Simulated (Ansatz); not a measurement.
Base system: CsBi$_{2}$ in the cubic Laves (MgCu2 type) structure (space group Fd-3m, No. 227; a = 9.627 Å; a cell from a computed database, its experimental status unchecked).

Levels (all Ansatz, a first-principles code, PAW): PBEsol (420 eV, no spin-orbit coupling); PBEsol+SOC (420 eV, noncollinear with spin-orbit coupling).

The geometry is relaxed with PBEsol.

| Quantity | Value |
|---|---|
| PBEsol pressure | 0.0 GPa |

With PBEsol+SOC at the same geometry, the pressure goes from zero to 0.4 GPa.

Single points use the geometry relaxed with PBEsol. Differences between runs with and without spin-orbit coupling are approximate. No phonon test of stability was made.
